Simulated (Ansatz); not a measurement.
Data:

```
Sn
1.0
   -2.94311     3.06613     1.59186
    2.94311    -3.06613     1.59186
    2.94311     3.06613    -1.59186
Sn
2
Direct
  0.71894   0.21894   0.50000
  0.03106   0.03106   0.00000
```

No spin polarisation.

Level of theory: r2SCAN (Ansatz, an electronic-structure program; PAW; 500 eV plane waves; spin-orbit coupling left out). Settings: 17×17×17 k-points, 0.05 eV Fermi–Dirac smearing.

Q: Estimate the band gap.

A: Zero.

Q: What pressure (mean of the normal stresses, compression positive) does the calculation give?

A: -2.0 GPa.

The cells carry an imposed strain or load. Whether these cells are dynamically stable was not tested. The cell was made from Sn (space group I4_1/amd, No. 141) by this change: uniaxial strain ε_yy = +4.18 %.
